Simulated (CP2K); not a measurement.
Band structure of NaHg₃ (Pm-3m, 4 atoms in the cell).

```yaml
crystal:
  lattice:
    - [4.64063, 0.00000, 0.00000]
    - [0.00000, 4.64063, 0.00000]
    - [0.00000, 0.00000, 4.64063]
  atoms:
    - { symbol: Na, position: [0.00000, 0.00000, 0.00000] }
    - { symbol: Hg, position: [0.00000, 0.50000, 0.50000] }
    - { symbol: Hg, position: [0.50000, 0.00000, 0.50000] }
    - { symbol: Hg, position: [0.50000, 0.50000, 0.00000] }
```

Level of theory: LDA (Pade form), GPW, DZVP-MOLOPT-SR-GTH basis, GTH-PADE potentials (GTH_POTENTIALS) (CP2K).

Settings: CUTOFF = 950 Ry; REL_CUTOFF = 60 Ry; SMEAR/METHOD = GAUSSIAN; SIGMA = 0.2 eV; KPOINTS/SCHEME = MONKHORST-PACK 10 10 10; GAMMA_CENTERED = T; XC_FUNCTIONAL = PADE; Na/BASIS_SET = DZVP-MOLOPT-SR-GTH; Na/POTENTIAL = GTH-PADE-q9; Hg/BASIS_SET = DZVP-MOLOPT-SR-GTH; Hg/POTENTIAL = GTH-PADE-q12; METHOD = GPW; EPS_DEFAULT = 1e-10; EXTRAPOLATION = USE_GUESS.

The starting cell comes from a database of computed structures (which also holds hypothetical and non-ambient phases and stackings), without a prior relaxation at this level. Spin-orbit coupling is off. Values carry the incompleteness of an atom-centred basis.

Levels in eV from the Fermi level, bands 19 to 24:
```
point     19     20     21     22     23     24
-----  -----  -----  -----  -----  -----  -----
Γ      -5.83  -5.83  -0.35  -0.35   0.27   0.27
X      -6.07  -5.83  -5.40  -0.13   2.20   2.20
M      -6.41  -4.74  -3.68  -3.68  -1.41   4.04
R      -5.97  -2.39  -2.39  -2.39  -1.58  -0.88
```

Bands cross the Fermi level along this path, so the cell is metallic at this level.

Higher empty bands are left out: an atom-centred basis made for the valence describes them poorly.
